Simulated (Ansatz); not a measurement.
What pressure 5 GPa does to CsPbCl3

The reference is CsPbCl3 in the cubic perovskite structure (space group Pm-3m, No. 221; a = 5.736 Å).

Perturbation: a hydrostatic pressure of 5 GPa.

Level of theory: PBE/PAW in Ansatz (a quantum-chemistry and plane-wave program), without spin-orbit coupling. Settings: 6×6×6 k-points, 0.05 eV Fermi–Dirac smearing.

The density goes up by 0.67 g/cm³ to 4.60 g/cm³ and the lattice parameter a falls by 0.2951 Å (5.736 Å → 5.440 Å). The shortest interatomic distance decreases by 0.148 Å, from 2.868 Å to 2.720 Å and the enthalpy H = E + PV relative to the base's energy is +1.08 eV/atom. The band gap shrinks by 0.73 eV to 1.48 eV and the gap character stays direct at R. The width of the top valence band grows by 1.24 eV (2.05 eV → 3.29 eV) and the electron mass (degenerate bands, along [100]) goes from 0.12, 0.93, 0.93 mₑ (at R) to 0.090, 0.74, 0.74 mₑ (at R). The hole mass goes from 0.22 mₑ (at R) to 0.13 mₑ (at R) and the valley order (the lowest conduction-band minima on the path, energy above the VBM, named in the base's zone) becomes R along ⟨111⟩ 1.48 eV; Γ 2.83 eV (base: R along ⟨111⟩ 2.21 eV; Γ 3.67 eV).

Final structure:

```
CsPbCl3
1.0
    5.44047     0.00000     0.00000
    0.00000     5.44047     0.00000
    0.00000     0.00000     5.44047
Cs Pb Cl
1 1 3
Direct
  0.00000   0.00000   0.00000
  0.50000   0.50000   0.50000
  0.50000   0.00000   0.50000
  0.00000   0.50000   0.50000
  0.50000   0.50000   0.00000
```

With Pb present, leaving out spin-orbit coupling can change the band edges. Load acts through the strain it causes; cell and atoms are relaxed under it. Effective masses come from finite differences of ±0.01 Å⁻¹. Stability against distortions was not tested. No other phases were tried under pressure. Many cubic perovskites are stable only at high temperature; tilts and polar distortions were not tested. This is not the structure that CsPbCl3 has at room temperature and ambient pressure.
